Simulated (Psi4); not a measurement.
Psi4 1.11, HF/def2-svpd: Zr(Cl)3(NH2) ([NH2][Zr]([Cl])([Cl])[Cl]), 7 atoms. The geometry is a generated start, not checked to be a minimum at this level.

```json
{
  "task": "energy",
  "method": "scf",
  "basis": "def2-svpd",
  "memory": "3 GB",
  "maxiter": "100",
  "keys_of_the_molecule_block": "symmetry c1",
  "scf_type": "df (default)",
  "scf_initial_accelerator": "adiis (default)",
  "e_convergence": "1e-06 (default)",
  "d_convergence": "1e-06 (default)",
  "effective_core_potentials": "those of the basis set, past Kr",
  "basis_functions": "151"
}
```

```xyz
7

Zr    -0.0556    -0.4129     0.4548
Cl    -0.2421     0.6464     2.4620
Cl     1.6589    -1.8657     0.8244
Cl    -1.9238    -1.7056     0.3683
N      0.1582     0.8280    -1.0822
H      0.9934     1.3750    -1.3129
H     -0.5890     1.1348    -1.7144
```

Charge 0 and multiplicity 1 are set for this test and not shown to be the ground state.

With the defaults (damping_percentage = 0, level_shift = 0, level_shift_cutoff = 0.01, guess = auto, which took SAD, soscf = false, soscf_start_convergence = 0.01, diis_max_vecs = 10) it converges in 9 SCF iterations. One run each on 2 threads, with these changes:
- soscf = true
- guess = sadno
- diis_max_vecs = 6
- damping_percentage = 60
- guess = huckel
- level_shift = 0.5, level_shift_cutoff = 0.001
- damping_percentage = 20
- guess = sapgau
- soscf = true, soscf_start_convergence = 0.1

Name the settings that don't reach the solution of the defaults.

No convergence: damping_percentage = 60 (the run ends without SCF convergence in 100 iterations). The rest reach the solution of the defaults.

```csv
setting,SCF iterations,JK calls,end
soscf = true,6,22,same solution
"soscf = true, soscf_start_convergence = 0.1",6,22,same solution
the defaults,9,10,same solution
"level_shift = 0.5, level_shift_cutoff = 0.001",9,10,same solution
diis_max_vecs = 6,9,10,same solution
guess = huckel,10,42,same solution
guess = sadno,10,10,same solution
damping_percentage = 20,15,16,same solution
guess = sapgau,15,15,same solution
damping_percentage = 60,100,101,no convergence
```

An SOSCF iteration holds several JK calls; a Hückel guess adds calls on atoms.
